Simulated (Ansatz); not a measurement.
An Ansatz (a quantum-chemistry and plane-wave program) run: Mg3Sb2 with a change (x(Te) = 0.5, 10 atoms, P-3m1); PBE (Ansatz), without spin-orbit coupling.

Input:

Ansatz 0.2 input:
```yaml
crystal:
  lattice:
    - [4.6952537106, 0, 0]
    - [-2.3476268553, 4.0662089906, 0]
    - [0, 0, 14.7604841128]
  atoms:
    - { symbol: Te, position: [0.3333333333, 0.6666666667, 0.1205813812] }
    - { symbol: Sb, position: [0.3333333333, 0.6666666667, 0.6097384135] }
    - { symbol: Sb, position: [0.6666666667, 0.3333333333, 0.3902615865] }
    - { symbol: Te, position: [0.6666666667, 0.3333333333, 0.8794186188] }
    - { symbol: Mg, position: [0, 0, 0] }
    - { symbol: Mg, position: [0, 0, 0.5] }
    - { symbol: Mg, position: [0.3333333333, 0.6666666667, 0.331678437] }
    - { symbol: Mg, position: [0.3333333333, 0.6666666667, 0.8047859439] }
    - { symbol: Mg, position: [0.6666666667, 0.3333333333, 0.1952140561] }
    - { symbol: Mg, position: [0.6666666667, 0.3333333333, 0.668321563] }
basis: { ecutwfc: 420, ecutrho_ratio: 4, xc_grid: 2, fft_grid_basis: typed }
kpoints: { mp_grid: { grid: [12, 12, 4] } }
hamiltonian:
  xc: pbe
  dispersion: none
  pseudopotentials: { kind: paw }
scf: { occupations: { method: fermi_dirac, width: 0.05 }, convergence: { dr2_threshold: 0.000000001 } }
output: { forces: true, stress: true }
checkpoint: { write: state.ck, write_every: 1000 }
```

Output (explanatory and most iteration lines left out):

```
Pseudopotential: Te, paw, valence charge 16
Pseudopotential: Sb, paw, valence charge 15
Pseudopotential: Mg, paw, valence charge 10
Crystal: 10 atoms, lattice volume = 281.805 Å³
Basis set: ecut = 420 eV, 5467 PW (Γ), exchange–correlation on 64×64×200 points (8 copies of the dense FFT grid, shifted against one another)
Bands: 71, of which v1, the nominal top of the filled ones, is band 61 counted from 1 (60 counted from 0)
Symmetry: 12 space group operations
Space group: P-3m1 (ITA 164), of the structure as read, at distance tolerance 6.6e-5 Å
k-points: 69 of 576
Functional: x = pbe(κ = 0.804, μ = 0.2195149727645171), c = pbe(β = 0.06672455060314922)
SCF iter   1: F=—  HF=-38475.665621 eV  |F-HF|=—  |Δ(HF+E_count)|=         —  Δρ=2.78e-3  dr2=1.00e-1  ethr=1.77e-3  ⟨swp⟩=8.1  Hψ=20917  notcnv=0  defer=24
SCF iter   2: F=—  HF=-38475.650267 eV  |F-HF|=—  |Δ(HF+E_count)|=   1.54e-2  Δρ=1.51e-3  dr2=2.99e-2  ethr=8.23e-5  ⟨swp⟩=3.1  Hψ=7874  notcnv=0  defer=121
SCF 1 converged in 9 iterations: F = -38475.645387 eV  dr2 = 6.71e-10
SCF converged after 9 iterations
Free energy (F): -38475.645387 eV
Internal energy: -38475.614714 eV  (E = F + TS)
E sigma→0 (E₀):  -38475.630050 eV
Entropy (-TS):   -0.030672 eV (-3.067 meV/atom)
Fermi energy:    7.558595 eV
--- Forces (eV/Å), atoms counted from 1 ---
  atom   1  Te     0.00000000     0.00000000     0.00609435
  atom   2  Sb     0.00000000     0.00000000    -0.00609323
  atom   3  Sb    -0.00000000    -0.00000000     0.00609323
  atom   4  Te     0.00000000    -0.00000000    -0.00609435
  atom   5  Mg     0.00000000     0.00000000     0.00000000
  atom   6  Mg    -0.00000000     0.00000000     0.00000000
  atom   7  Mg     0.00000000    -0.00000000     0.00215351
  atom   8  Mg    -0.00000000    -0.00000000     0.00718454
  atom   9  Mg     0.00000000     0.00000000    -0.00718454
  atom  10  Mg     0.00000000     0.00000000    -0.00215351
--- Stress (GPa, compression-positive) ---
        0.018424       0.000000       0.000000
        0.000000       0.018424       0.000000
        0.000000       0.000000      -0.020202
  P = ⅓ Tr σ = 0.0055 GPa (0.055 kbar)
```

These are small ordered cells, not random alloys; other orderings at the same x differ. Stability against distortions was not tested. The final runs are not spin-polarised. The cell was made from Mg3Sb2 by this change: x(Te) = 0.5, 10 atoms, P-3m1.
